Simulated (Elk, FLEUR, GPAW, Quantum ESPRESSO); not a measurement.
# One structure in several programs: GdSi₂Rh₃ (P6/mmm, 6 atoms in the cell)

Self-consistent single point.

```
CELL_PARAMETERS angstrom
      5.51299     0.00000     0.00000
     -2.75650     4.77439     0.00000
      0.00000     0.00000     3.64893
ATOMIC_POSITIONS crystal
  Gd 0.00000 0.00000 0.00000
  Si 0.66667 0.33333 0.00000
  Si 0.33333 0.66667 0.00000
  Rh 0.50000 0.00000 0.50000
  Rh 0.50000 0.50000 0.50000
  Rh 0.00000 0.50000 0.50000
```
Moments meant for the start (each program seeds them in its own way; μB, in the order of the atoms Gd Si Si Rh Rh Rh): 7.0 0.0 0.0 0.0 0.0 0.0.

All programs got the same cell, k-point mesh and kind of occupations, and the same starting moments (in FLEUR's words: jspins = 2; fermiSmearingEnergy = 0.00367493 Htr; mesh (inpgen div1-3) = 5 5 6); potentials, basis and cutoffs are each program's usual ones.

```tsv
code	model	size of the net moment (μB/atom)	cutoff
FLEUR	LDA (Perdew-Zunger), all-electron FLAPW (FLEUR), scalar-relativistic valence	1.16	Kmax 4.1 1/bohr
Elk	LDA (PW92), all-electron FP-LAPW, Elk's shipped species files, APW+lo basis with extra local orbitals	1.16	rgkmax 7.5
Quantum ESPRESSO	LDA (PZ), SSSP 1.1.2 efficiency (PBE) pseudopotentials	1.16	60 Ry
GPAW	LDA (Perdew-Wang 92), GPAW PAW datasets LDA (gpaw-data 1.0.1)	1.17	850 eV
```

The spread over the programs that give each value: size of the net moment within 0.01 μB/atom.

The starting cell comes from a database of computed structures (which also holds hypothetical and non-ambient phases and stackings), without a prior relaxation at this level. On FLEUR's run: Spin-orbit coupling is off. With one magnetic atom in the cell only a parallel order is possible. With U or open f shells several self-consistent states can exist. The f electrons are in the valence without U or exact exchange, which can misplace them near the Fermi level. Spin-orbit terms, which matter for f shells, are left out. Values depend on the basis (sphere radii, cutoffs, local orbitals), which need not be converged.

### Question
Why do the programs differ, and what cannot be compared?

### Answer
Differences of this kind can come from the potentials, where these differ, and from what each basis and cutoff leave unconverged. The valence holds different numbers of electrons (FLEUR 71, Quantum ESPRESSO 77, GPAW 71). The zero of total energies and Fermi levels follows the potentials and each program's conventions, so they are not compared here. FLEUR and Elk treat all electrons, but the usual bases taken here (sphere radii, linearisation, local orbitals, empty states) were not tested for convergence, so the values are no reference for the others. The same LDA comes in different parametrisations, which differ slightly. Site moments depend on each program's spheres or projections; the total moment of the cell does not.

Left out of this page: Ansatz (with a known weakness of the program).
